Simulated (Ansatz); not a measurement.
**A computed series for BaTiO3: response to strain**

Take BaTiO$_{3}$ in the cubic perovskite structure (space group Pm-3m, No. 221) as the base.

```
CELL_PARAMETERS angstrom
      4.01924     0.00000     0.00000
      0.00000     4.01924     0.00000
      0.00000     0.00000     4.01924
ATOMIC_POSITIONS crystal
  Ba 0.00000 0.00000 0.00000
  Ti 0.50000 0.50000 0.50000
  O  0.50000 0.00000 0.50000
  O  0.00000 0.50000 0.50000
  O  0.50000 0.50000 0.00000
```

Strains are applied to the cell and any free atomic positions relax.

All numbers come from PBE/PAW in Ansatz (a program for electronic structure), spin-orbit coupling left out.

Notes on the quantities. energy relative to the base: free energy F.

```json
[
 {"case": "base", "band gap": "1.78 eV", "smallest direct gap": "1.90 eV", "pressure": "0.00 GPa", "energy relative to the base": "0 meV/atom"},
 {"case": "isotropic strain −3.00 %", "band gap": "1.98 eV", "smallest direct gap": "1.99 eV", "pressure": "18.29 GPa", "energy relative to the base": "+60 meV/atom"},
 {"case": "isotropic strain −2.40 %", "band gap": "1.94 eV", "smallest direct gap": "1.97 eV", "pressure": "13.99 GPa", "energy relative to the base": "+37 meV/atom"},
 {"case": "isotropic strain −1.80 %", "band gap": "1.90 eV", "smallest direct gap": "1.96 eV", "pressure": "10.04 GPa", "energy relative to the base": "+21 meV/atom"},
 {"case": "isotropic strain −1.20 %", "band gap": "1.86 eV", "smallest direct gap": "1.94 eV", "pressure": "6.40 GPa", "energy relative to the base": "+9.0 meV/atom"},
 {"case": "isotropic strain −0.60 %", "band gap": "1.82 eV", "smallest direct gap": "1.92 eV", "pressure": "3.07 GPa", "energy relative to the base": "+2.1 meV/atom"}
]
```

Stability against distortions was not tested. The final runs are not spin-polarised. Many cubic perovskites are stable only at high temperature; tilts and polar distortions were not tested. This is not the structure that BaTiO3 has at room temperature and ambient pressure.
